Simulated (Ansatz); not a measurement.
Given:

```yaml
crystal:
  lattice:
    - [0.00000, 2.68507, 2.68507]
    - [2.68507, 0.00000, 2.68507]
    - [2.68507, 2.68507, 0.00000]
  atoms:
    - { symbol: P, position: [0.75000, 0.75000, 0.75000] }
    - { symbol: Ga, position: [0.00000, 0.00000, 0.00000] }
```

No spin polarisation.

The values are results of Ansatz (a quantum-chemistry and plane-wave program) r2SCAN, scalar-relativistic without spin-orbit coupling, not measurements. k-mesh 10×10×10 (Γ-centred); smearing 0.05 eV (Fermi–Dirac).

Question: What hole mass (degenerate bands, along [100]) does the calculation give?

Answer: 0.14, 0.35, 0.35 mₑ (at Γ).

Question: What is the computed smallest direct gap?

Answer: 2.76 eV.

Question: What is the computed gap character?

Answer: Indirect, Γ → Γ–X (87 % along).

The cells carry an imposed strain or load. Effective masses come from finite differences of ±0.01 Å⁻¹. No phonon test of stability was made. The cell was made from GaP in the zinc blende structure (space group F-43m, No. 216) by this change: isotropic strain −1.49 %.
